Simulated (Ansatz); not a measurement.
Ti₄AlN₃ (P6₃/mmc, No. 194), treated with BLYP (Ansatz, a program for electronic structure, PAW).

Numerical settings: plane-wave cutoff 520 eV, 24×24×4 k mesh (along the axes of the cell as run), Fermi–Dirac smearing 0.05 eV, no spin polarisation, scalar-relativistic PAW data made under PBE.

Computed points:

```
V (Å³/atom)  E − E_lowest (meV/atom)  P (GPa)
-----------  -----------------------  -------
11.276                         11.45     8.09
11.511                          2.77     3.83
11.745                          0.00     0.02
11.980                          2.53    -3.40
12.215                          9.79    -6.44
```

### Question
What bulk modulus B0 and pressure derivative B′ does a third-order Birch–Murnaghan fit give?

### Answer
V0 = 11.746 Å³/atom, B0 = 180 GPa, B′ = 4.6 (fit to the energies at full precision).

Shape and atoms are relaxed at each volume.

Measured, for comparison: bulk modulus 216 ± 2 GPa (room temperature, not corrected to a static lattice; as tabulated in High pressure study of Ti4AlN3 to 55 GPa). Computed (rounded) less measured: bulk modulus -17 %.

Note: the run has no spin polarisation, so it can have missed a magnetic state; the bulk modulus comes from volumes at which shape and atoms were relaxed.

Static lattice: no zero-point or thermal effects.
